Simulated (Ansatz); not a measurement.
## SiO2: element substitutions

Base system: SiO2 in the rutile structure (space group P4_2/mnm, No. 136).

```xyz
6
Lattice="4.1946 0.0000 0.0000 0.0000 4.1946 0.0000 0.0000 0.0000 2.6785" Properties=species:S:1:pos:R:3 pbc="T T T"
Si     2.0973     2.0973     1.3392
Si     0.0000     0.0000     0.0000
O      3.3811     3.3811     1.3392
O      1.2838     2.9108     0.0000
O      2.9108     1.2838     0.0000
O      0.8135     0.8135     1.3392
```

Each row replaces one element on all its sites; cell and atoms are relaxed.

Levels (all Ansatz, a first-principles code, PAW): PBEsol (420 eV, spin-orbit coupling left out); r2SCAN (500 eV, without spin-orbit coupling); HSE06 (420 eV, no spin-orbit coupling).

Band gaps by level, all at the geometries relaxed with PBEsol:

| case | PBEsol | r2SCAN | HSE06 |
|---|---|---|---|
| base | 5.35 eV | 6.36 eV | 7.50 eV |
| O → S | zero | zero | 0.36 eV |
| Si → Ti | 1.87 eV | 2.24 eV | 3.40 eV |

Single points use the geometry relaxed with PBEsol. HSE06 was sampled on its mesh, a few special points and the semilocal edge points, so its gap is an upper bound. Stability against distortions was not tested. As relaxed here, SiS2 is a hypothetical phase, not in the database extracts checked. All final runs are without spin polarisation. Gaps under 0.05 eV, about the width of the smearing, are given as zero. A zero or small gap of SiS2 can be the functional's error rather than a property of the material.
